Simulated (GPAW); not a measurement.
Band structure of KF (Fm-3m, 2 atoms in the cell).

```
CELL_PARAMETERS angstrom
      0.00000     2.67500     2.67500
      2.67500     0.00000     2.67500
      2.67500     2.67500     0.00000
ATOMIC_POSITIONS crystal
  K  0.00000 0.00000 0.00000
  F  0.50000 0.50000 0.50000
```

Method of the run: PBE, GPAW PAW datasets PBE (gpaw-data 1.0.1) (plane waves; GPAW).

Settings: mode = pw; ecut = 900 eV; xc = PBE; kpts = 9 9 9; mesh shift (steps) = 0 0 0; occupations.name = fermi-dirac; occupations.width = 0.01 eV; nbands = -8; convergence.forces = 0.001 eV/Å; convergence.bands = -6; symmetry.symmorphic = false; symmetry.tolerance = 0.0005; maxiter = 150; bandpath_npoints = 40.

The starting cell has typed, rounded lattice constants, without a prior relaxation at this level.

Q: Predict the gap along the standard path and the places of the band edges.

A: The gap along the path is 6.16 eV, direct at Γ to within 0.01 eV.

Levels in eV from the top of the valence band on the SCF mesh, bands 5 to 12:
| point | 5 | 6 | 7 | 8 | 9 | 10 | 11 | 12 |
|---|---|---|---|---|---|---|---|---|
| Γ | -9.39 | 0.00 | 0.00 | 0.00 | 6.16 | 10.65 | 10.65 | 10.65 |
| X | -9.60 | -0.21 | -0.06 | -0.06 | 8.21 | 10.28 | 11.77 | 13.42 |
| W | -9.48 | -0.40 | -0.17 | -0.17 | 9.72 | 9.72 | 11.14 | 13.28 |
| K | -9.54 | -0.34 | -0.20 | -0.19 | 8.95 | 10.69 | 11.02 | 13.42 |
| L | -9.43 | -0.78 | -0.34 | -0.34 | 9.07 | 10.56 | 11.99 | 11.99 |
| U | -9.54 | -0.34 | -0.20 | -0.19 | 8.95 | 10.69 | 11.02 | 13.42 |
